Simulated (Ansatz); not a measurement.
Response to strain in KTaO3

The reference is KTaO3 in the cubic perovskite structure (space group Pm-3m, No. 221).

```xyz
5
Lattice="4.0244 0.0000 0.0000 0.0000 4.0244 0.0000 0.0000 0.0000 4.0244" Properties=species:S:1:pos:R:3 pbc="T T T"
K      0.0000     0.0000     0.0000
Ta     2.0122     2.0122     2.0122
O      2.0122     0.0000     2.0122
O      0.0000     2.0122     2.0122
O      2.0122     2.0122     0.0000
```

Strains are applied to the cell and any free atomic positions relax.

Calculations: Ansatz (a program for electronic structure), PBE, PAW, cutoff 420 eV, scalar-relativistic without spin-orbit coupling.

```json
[
 {"isotropic strain (%)": "0", "band gap (eV)": "2.16"},
 {"isotropic strain (%)": "0.6", "band gap (eV)": "2.12"},
 {"isotropic strain (%)": "1.2", "band gap (eV)": "?"},
 {"isotropic strain (%)": "1.8", "band gap (eV)": "2.03"},
 {"isotropic strain (%)": "2.4", "band gap (eV)": "1.99"},
 {"isotropic strain (%)": "3", "band gap (eV)": "1.95"}
]
```

### Question
Fit E_g = E₀ + Dε (ε in %) to the rows shown and predict the withheld row.

### Answer
Least squares on the printed values gives E₀ = 2.16 eV, D = -70.7 meV per % of strain (largest residual 0.00 eV); this predicts 2.08 eV, and the run gives 2.08 eV, in agreement.

With Ta present, leaving out spin-orbit coupling can change the band edges. Semilocal Kohn–Sham gaps tend to fall short of experiment. No phonon test of stability was made.
